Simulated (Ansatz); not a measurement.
Start from Ge in the diamond structure (space group Fd-3m, No. 227; a = 5.6762 Å). Axes: x, y, z lie along the cube axes.

Calculations: PBEsol (Ansatz, a program for electronic structure; PAW; 420 eV plane waves; no spin-orbit coupling).

Strains are applied to the cell and any free atomic positions relax.

One change was made to it. Results:

The energy goes up by 1.2 meV/atom; the pressure (mean of the normal stresses, compression positive) remains 0.0 GPa; the shortest interatomic distance falls by 0.6 pm to 245.2 pm.

Q: Which change produced these results?
(A) tensor shear ε_xy = +1.71 %
(B) tensor shear ε_xy = +1.43 %
(C) tensor shear ε_xy = +0.86 %
(D) tensor shear ε_xy = +2.00 %

A: C, tensor shear ε_xy = +0.86 %. For comparison, the energy relative to the base in the other runs: tensor shear ε_xy = +1.71 % gives +4.8 meV/atom; tensor shear ε_xy = +2.00 % gives +6.5 meV/atom; tensor shear ε_xy = +1.43 % gives +3.3 meV/atom.

No phonon test of stability was made.
